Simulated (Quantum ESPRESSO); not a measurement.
**Habitual settings against a tight run: ZrFe2 (Fd-3m, 6 atoms in the cell)**

Self-consistent single point.

```
ZrFe2
1.0
    0.00000     3.62129     3.62129
    3.62129     0.00000     3.62129
    3.62129     3.62129     0.00000
Zr Fe
2 4
Cartesian
  3.62129   3.62129   3.62129
  5.43194   5.43194   5.43194
  2.71597   2.71597   0.90532
  2.71597   0.90532   2.71597
  0.90532   0.90532   0.90532
  0.90532   2.71597   2.71597
```
Moments meant for the start (each program seeds them in its own way; μB, in the order of the atoms Zr Zr Fe Fe Fe Fe): 1.0 1.0 4.0 4.0 4.0 4.0.

Computed with LDA (PZ), PSlibrary PAW (LDA) pseudopotentials (plane waves; Quantum ESPRESSO).

Base settings: ecutwfc = 55 Ry; ecutrho = 330 Ry; occupations = smearing; smearing = gauss; degauss = 0.0036749 Ry; nspin = 2; potentials = {Zr: Zr.pz-spn-kjpaw_psl.1.0.0.UPF, Fe: Fe.pz-n-kjpaw_psl.1.0.0.UPF}; K_POINTS = automatic 6 6 6 0 0 0; conv_thr = 1e-09 Ry; mixing_beta = 0.3.

Tight run (finer mesh or higher cutoff; not a proven limit): ecutwfc: 55 Ry → 77 Ry; ecutrho: 330 Ry → 462 Ry; conv_thr: 1e-09 Ry → 7.3e-11 Ry; K_POINTS: automatic 6 6 6 0 0 0 → automatic 9 9 9 0 0 0. It gave Fermi level (on the code's own zero) 12.73 eV; pressure -23.73 GPa; size of the cell's spin moment 6.40 μB; site moments (μB, in the program's spheres or projections) Zr -0.37, Zr -0.37, Fe 1.90, Fe 1.90, Fe 1.90, Fe 1.90.

Quick runs, as changes from the base:
- A: the base itself
- B: ecutwfc: 55 Ry → 38 Ry; ecutrho: 330 Ry → 228 Ry; smearing: gauss → cold; degauss: 0.0036749 Ry → 0.0099958 Ry; conv_thr: 1e-09 Ry → 7.3e-06 Ry; K_POINTS: automatic 6 6 6 0 0 0 → automatic 4 4 4 0 0 0
- C: ecutwfc: 55 Ry → 28 Ry; ecutrho: 330 Ry → 168 Ry; smearing: gauss → cold; degauss: 0.0036749 Ry → 0.019992 Ry; K_POINTS: automatic 6 6 6 0 0 0 → automatic 2 2 2 0 0 0

Energies are extrapolated to zero smearing width, which holds to low order in the width alone (under cold and Methfessel-Paxton smearing the free energy itself is taken).

Dashes: pressure of B, not trusted under this conv_thr with d or f elements; time of C, under 30 s.

The count of work is k-points × plane waves × bands × iterations; it is no time. Core times come from one kind of shared machine and are given to one figure; runs under 30 s give none.

The starting cell comes from a database of computed structures (which also holds hypothetical and non-ambient phases and stackings), without a prior relaxation at this level. Its lattice was rescaled by a random factor within 2.5 % of one. The magnetic order is the one reached from the typed start; others were not searched systematically. In the base run, with a pressure of about -24 GPa the cell is away from its equilibrium volume at this level.

```tsv
run	energy less tight (meV/atom)	pressure less tight (GPa)	count of work / tight	core time / tight (rough)
A	6.1	-0.18	0.21	0.2
B	51.2	–	0.041	0.06
C	295.2	-21.38	0.015	–
```

Among the runs at the tight run's level, the energy misses run from 6.1 to 295.2 meV/atom.

Left out of this page: 3 runs of the series outside the window shown, repeating another row's setting, or not comparable.
